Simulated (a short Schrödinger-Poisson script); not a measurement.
Symmetric double-gate stack, Si3N4 on p-type Si(100)

Stack: symmetric double-gate stack, Si3N4 on p-type Si(100), at 77 K.

| layer | material | thickness (nm) | Na (cm⁻³) |
|---|---|---|---|
| 1 | Si3N4 | 2.4 | - |
| 2 | Si | 2 | 1e16 |
| 3 | Si3N4 | 2.4 | - |

The device is made up for the run: typed textbook-type constants, with dimensions and the other settings drawn at random. Si3N4: permittivity 7.5, conduction-band edge (eV) 1.95, gap (eV) 5.1, electron mass (mₑ) 0.5. Si: permittivity 11.7, conduction-band edge (eV) 0, gap (eV) 1.124, Nv at 300 K (cm⁻³) 3.1e19.

Channel valleys (confinement mass, in-plane density-of-states mass, number): Δ2 0.916, 0.19, 2; Δ4 0.19, 0.417, 4. At the gates, both at one voltage, the conduction-band edge of layer 1 lies 2.28 eV − eVg above the Fermi level of the channel. Gaps are held at their typed values at every temperature. Mesh 0.03 nm at interfaces.

From a short Schrödinger-Poisson script (our own, NumPy): 1D Poisson equation in equilibrium, electrons quantum, Hartree (BenDaniel-Duke, 12 states a valley, the channel's in-plane mass for all, wave functions free to enter the dielectric), parabolic valleys, classical holes, full ionisation, no traps, pinning or gate leakage.

| Vg (V) | electrons (cm⁻²) | C (μF/cm²) | Δ2 E0 (meV) | Δ2 E1 (meV) | Δ4 E0 (meV) | Δ4 E1 (meV) |
|---|---|---|---|---|---|---|
| 0.35 | 7.36e7 | < 0.003 | 63.5 | 310.7 | 200.1 | 904.5 |
| 0.4 | 8.61e10 | 1.46 | 16.3 | 263.4 | 152.9 | 857.2 |
| 0.45 | 1.01e12 | 3.70 | -3.1 | 242.9 | 132.9 | 835.6 |
| 0.5 | 2.22e12 | 3.98 | -13.1 | 231.6 | 122.2 | 822.9 |
| 0.55 | 3.47e12 | 4.05 | -21.6 | 221.6 | 113.0 | 811.6 |
| 0.6 | 4.74e12 | 4.06 | -29.8 | 212.1 | 104.2 | 800.7 |
| 0.65 | 6.01e12 | 4.07 | -37.8 | 202.6 | 95.4 | 789.8 |
| 0.7 | 7.28e12 | 4.07 | -45.8 | 193.1 | 86.7 | 778.9 |
| 0.75 | 8.55e12 | 4.08 | -53.9 | 183.7 | 78.0 | 768.1 |
| 0.8 | 9.82e12 | 4.08 | -61.9 | 174.3 | 69.3 | 757.3 |
| 0.85 | 1.11e13 | 4.08 | -69.9 | 164.9 | 60.5 | 746.5 |
| 0.9 | 1.24e13 | 4.08 | -77.9 | 155.4 | 51.8 | 735.7 |
| 0.95 | 1.36e13 | 4.09 | -85.9 | 146.1 | 43.2 | 724.9 |
| 1 | 1.49e13 | 4.10 | -93.8 | 136.7 | 34.5 | 714.2 |
| 1.05 | 1.62e13 | 4.15 | -101.5 | 127.7 | 26.2 | 703.7 |

Gate voltages with under 1e6 electrons/cm² are left out.

Subbands count from the Fermi level. The capacitance is that of both gates.
